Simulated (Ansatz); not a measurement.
The starting structures come from a database of crystals and need not be the phases stable at ambient conditions.

 Where the default PAW files enter, the runs use the earlier of Ansatz's two default sets.

Inside the gap of an insulator the Bloch states are evanescent, with a wavenumber k + iκ along the transport direction.

Input:

```
ZnO
1.0
    3.30210     0.00000     0.00000
    0.00000     5.32650     0.00000
    1.65105     0.00000     2.80363
Zn O
2 2
Direct
  0.66667   0.49941   0.66667
  0.33333   0.99941   0.33333
  0.66667   0.12028   0.66667
  0.33333   0.62028   0.33333
```

Space group of this cell: Cmc2_1. The cell is strained (lengths across the current scaled by 1.02, ions clamped); by r2SCAN its mean pressure is -5.8 GPa.

Transport runs along the normal of the first two printed cell vectors.

No gap correction and no spin-orbit coupling; mid-gap values are interpolated between computed energies.

Task: Give the band gap and the smallest decay constant κ at mid-gap that r2SCAN run with Ansatz (an electronic-structure program) yields.

Result: Gap 1.13 eV on a 10×6×10 mesh; κ = 0.119 1/Å, at the zone centre.
